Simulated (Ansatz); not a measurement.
# TlSe under a change: uniaxial strain ε_zz = −1.57 %

The parent structure is TlSe (space group I4/mcm, No. 140; a = 7.9444 Å, c = 6.9691 Å). Axes: x, y, z lie along a, b, c of the conventional cell.

Modification: the cell is compressed by 1.57 % along z with no lateral relaxation; the atoms relax in the strained cell.

All numbers come from PBEsol (Ansatz, a quantum-chemistry and plane-wave program; PAW; 420 eV plane waves; no spin-orbit coupling). Settings: 9×9×9 k-points, 0.05 eV Fermi–Dirac smearing.

| quantity | base | changed | shift |
|---|---|---|---|
| volume per atom | 27.49 Å³ | 27.06 Å³ | -0.43 Å³ |
| shortest interatomic distance | 2.698 Å | 2.693 Å | -0.005 Å |
| energy relative to the base (free energy F) | 0 meV/atom | +1.5 meV/atom | +1.5 meV/atom |
| pressure (mean of the normal stresses, compression positive) | 0.0 GPa | 0.6 GPa | +0.6 GPa |
| band gap | zero | zero | – |
| stress (xx, yy, zz, yz, xz, xy; compression positive) (rough) | – | (0.3, 0.3, 1.1, 0.0, 0.0, 0.0) GPa | – |

Cost of the whole job for the changed cell (relaxation, final SCF and bands): around 2.2 core-minutes (rough).

Without a gap, meshes like the base's 9×9×9 leave anisotropic stresses uncertain by several tenths of a GPa, and small strain energies with them. With Tl present, leaving out spin-orbit coupling can change the band edges. Whether these cells are dynamically stable was not tested. All final runs are without spin polarisation. A zero or small gap of TlSe can be the functional's error rather than a property of the material.
